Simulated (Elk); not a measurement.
Elk run on BeBi₃ (Pm-3m, 4 atoms in the cell): self-consistent single point.

Computed with PBE, all-electron FP-LAPW, Elk's shipped species files, default APW+lo basis in Elk.

```
BeBi3
1.0
    4.51294     0.00000     0.00000
    0.00000     4.51294     0.00000
    0.00000     0.00000     4.51294
Bi Be
3 1
Direct
  0.00000   0.50000   0.50000
  0.50000   0.50000   0.00000
  0.50000   0.00000   0.50000
  0.00000   0.00000   0.00000
```

Reference input (self-consistent single point, DFT, PBE, all-electron FP-LAPW, Elk's shipped species files, default APW+lo basis): xctype = 20; rgkmax = 7; stype = 1; swidth = 0.00999582 Ha; ngridk = 5 5 5. This run's input differs from it in these lines:

```diff
@@ -8,2 +8,5 @@
   7.0
+
+gmaxvr
+  20.0
```

Output (repeated stretches shortened):

```
│ Self-consistent loop started │
│ Loop number : 1 │
 total energy                :     -64783.9853135
│ Loop number : 2 │
 total energy                :     -64784.0017776
RMS change in Kohn-Sham potential (target) :    3.662155938     (  0.1000000000E-05)
Absolute change in total energy (target)   :   0.1646410489E-01 (  0.1000000000E-03)
│ Loop number : 3 │
 total energy                :     -64775.0218707
RMS change in Kohn-Sham potential (target) :    2.396100880     (  0.1000000000E-05)
Absolute change in total energy (target)   :    8.975790862     (  0.1000000000E-03)
│ Loop number : 4 │
   [... lines left out ...]
Absolute change in total energy (target)   :   0.4193880959E-03 (  0.1000000000E-03)
│ Loop number : 15 │
 total energy                :     -64759.7657278
RMS change in Kohn-Sham potential (target) :   0.3844444390E-06 (  0.1000000000E-05)
Absolute change in total energy (target)   :   0.1321076852E-03 (  0.1000000000E-03)
│ Loop number : 16 │
 total energy                :     -64759.7657245
RMS change in Kohn-Sham potential (target) :   0.2376816988E-06 (  0.1000000000E-05)
Absolute change in total energy (target)   :   0.3633207234E-04 (  0.1000000000E-03)
Convergence targets achieved

│ Loop number : 17 │

Energies :
 Fermi                       :     0.332351533450
 total energy                :     -64759.7657228

Density of states at Fermi energy :    55.98857017
 (states/Hartree/unit cell)

Estimated indirect band gap :   0.7344173304E-02
 from k-point      5 to k-point      2
Estimated direct band gap   :   0.2925441239E-01
 at k-point      4

Charges :
 core                        :    206.0000000
 valence                     :    47.00000000
 interstitial                :    6.427900983
 muffin-tins (core leakage)
  species :    1 (Bi)
   atom    1                 :    81.33419337     (  0.6908327123E-03)
   atom    2                 :    81.33419337     (  0.6908327123E-03)
   atom    3                 :    81.33419337     (  0.6908327123E-03)
  species :    2 (Be)
   atom    1                 :    2.569518901     (  0.1077840776E-02)
 total in muffin-tins        :    246.5720990
 total calculated charge     :    252.9951310
 total charge                :    253.0000000
 error                       :   0.4869036526E-02

│ Self-consistent loop stopped │
```

The run converged in 17 iterations. The count includes the last loop, which Elk runs after its targets are met. Against the reference run the total energy goes up by 2.1 meV/atom.

The starting cell was generated: these elements placed on a structure prototype, without a prior relaxation; it need not be a known phase or ordering of this composition. Spin-orbit coupling is off. Values depend on the basis (sphere radii, cutoffs, local orbitals), which need not be converged. The log's line on a gap gives a spacing of levels on this mesh, which the program prints for metals too.
